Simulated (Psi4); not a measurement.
Psi4 1.11, B3LYP/def2-svpd: Ti(F)3(Cl)(OH2) ([OH2]->[Ti]([F])([F])([F])[Cl]), 8 atoms. The geometry is a generated start, not checked to be a minimum at this level.

```
Property                              Value
--------------------------  ---------------
task                                 energy
method                                b3lyp
basis                             def2-svpd
memory                                 3 GB
maxiter                                 100
keys of the molecule block      symmetry c1
scf_type                       df (default)
e_convergence               1e-06 (default)
d_convergence               1e-06 (default)
dft_radial_points              75 (default)
dft_spherical_points          302 (default)
basis functions                         169
grid points                          173826
```

```xyz
8

Ti    -0.3305    -0.6969     0.1791
F      1.1835    -1.3552    -0.2464
F     -0.6154     0.0268     1.6975
F     -1.2128    -0.0111    -1.1233
Cl    -1.4148    -2.5139     0.4675
O      0.8494     1.2268    -0.0896
H      0.3094     2.0097     0.0892
H      1.2312     1.3138    -0.9739
```

Charge 0 and multiplicity 1 are set for this test and not shown to be the ground state.

With the defaults (diis = true, scf_initial_accelerator = adiis, damping_percentage = 0, diis_max_vecs = 10, guess = auto, which took SAD, level_shift = 0, level_shift_cutoff = 0.01) it converges in 10 SCF iterations. One run each on 2 threads, with these changes:
- guess = sap
- diis_max_vecs = 3
- diis_max_vecs = 20
- diis = false, scf_initial_accelerator = none, damping_percentage = 60
- guess = huckel
- damping_percentage = 20
- level_shift = 0.5, level_shift_cutoff = 0.001
- guess = modhuckel
- scf_initial_accelerator = ediis

Which of these changes keep the SCF from converging, or lead it to another solution?

No convergence: diis = false, scf_initial_accelerator = none, damping_percentage = 60 (the run ends without SCF convergence in 100 iterations). The rest reach the solution of the defaults.

```json
[
 {"setting": "the defaults", "SCF iterations": "10", "end": "same solution"},
 {"setting": "scf_initial_accelerator = ediis", "SCF iterations": "10", "end": "same solution"},
 {"setting": "diis_max_vecs = 20", "SCF iterations": "10", "end": "same solution"},
 {"setting": "level_shift = 0.5, level_shift_cutoff = 0.001", "SCF iterations": "10", "end": "same solution"},
 {"setting": "guess = huckel", "SCF iterations": "11", "end": "same solution"},
 {"setting": "guess = sap", "SCF iterations": "12", "end": "same solution"},
 {"setting": "guess = modhuckel", "SCF iterations": "12", "end": "same solution"},
 {"setting": "damping_percentage = 20", "SCF iterations": "19", "end": "same solution"},
 {"setting": "diis_max_vecs = 3", "SCF iterations": "25", "end": "same solution"},
 {"setting": "diis = false, scf_initial_accelerator = none, damping_percentage = 60", "SCF iterations": "100", "end": "no convergence"}
]
```

1 further run of the study ended by our limits or in an error and is left out.
